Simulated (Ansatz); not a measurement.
## The (310) surface of bcc Mo in its 1x1 cell, outermost plane spacing 1.00 Å in the ideal cut

Method: PBE (plane waves to 420 eV, PAW; Ansatz, a program for electronic structure).

Slab: 11 atoms, 10.0 Å thick at the start (thin: gaps and levels are the slab's own); k 12x8x1, smearing 0.1 eV, dipole-corrected; all atoms relaxed; held to the part of the start's symmetry that mesh and held atoms allow; no spin, no spin-orbit, no U.

```json
{
  "surface energy (mean of both faces)": "195 meV/Å²",
  "surface_energy_before_relaxation": "3.42 J/m²",
  "work_function_of_the_top_face": "3.87 eV",
  "energy_released_by_relaxation": "0.57 eV",
  "cost": "around 7 core-minutes (rough)"
}
```
